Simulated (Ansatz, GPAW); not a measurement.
A GPAW input for a self-consistent single point of KBr (Fm-3m, 2 atoms in the cell) (DFT PBE, plane waves, GPAW PAW datasets PBE (gpaw-data 1.0.1)):

```python
from ase import Atoms
from ase.units import GPa
from gpaw import GPAW, PW, FermiDirac

atoms = Atoms(['K', 'Br'],
              cell=[[0.000000, 3.300000, 3.300000],
                    [3.300000, 0.000000, 3.300000],
                    [3.300000, 3.300000, 0.000000]],
              positions=[[0.000000, 0.000000, 0.000000],
                         [3.300000, 3.300000, 3.300000]],
              pbc=True)

calc = GPAW(mode=PW(550),
            xc='PBE',
            kpts={'size': (6, 6, 6), 'gamma': True},
            occupations=FermiDirac(0.05),
            nbands=-6,
            convergence={'bands': -4},
            symmetry={'symmorphic': False, 'tolerance': 0.0005},
            maxiter=120,
            txt='-')

atoms.calc = calc

energy = atoms.get_potential_energy()
print('Energy (eV):', round(energy, 6))
forces = atoms.get_forces()
print('Forces (eV/Ang):')
print(forces.round(5))
stress = atoms.get_stress()
print('Stress (GPa, Voigt):', (stress / GPa).round(4))
```

### Question
Write the same calculation as an input for Ansatz (a program for electronic structure).

### Answer
This is the input that was run; spellings and numerical settings could be chosen otherwise.

Ansatz 0.2 input:
```yaml
crystal:
  lattice:
    - [0.000000, 3.300000, 3.300000]
    - [3.300000, 0.000000, 3.300000]
    - [3.300000, 3.300000, 0.000000]
  atoms:
    - { symbol: K, position: [0.000000, 0.000000, 0.000000] }
    - { symbol: Br, position: [0.500000, 0.500000, 0.500000] }
basis:
  ecutwfc: 420.0 eV
kpoints:
  mp_grid:
    grid: [6, 6, 6]
hamiltonian:
  xc: pbe
  pseudopotentials:
    kind: paw
scf:
  occupations:
    method: fermi_dirac
    width: 0.05 eV
output:
  forces: true
  eigenvalues: true
  stress: true
```

Basis, cutoffs, solver keys and any potentials are the target program's own. This input uses DFT, PBE, plane waves, default PAW files. Both were run: pressure 0.67 GPa in GPAW and 0.71 in Ansatz; gap on the mesh 4.442 eV in GPAW and 4.435 in Ansatz. Ansatz's pressure is the one without its finite-basis correction.

On Ansatz: the starting cell has typed, rounded lattice constants, without a prior relaxation at this level.

On GPAW: the starting cell has typed, rounded lattice constants, without a prior relaxation at this level.
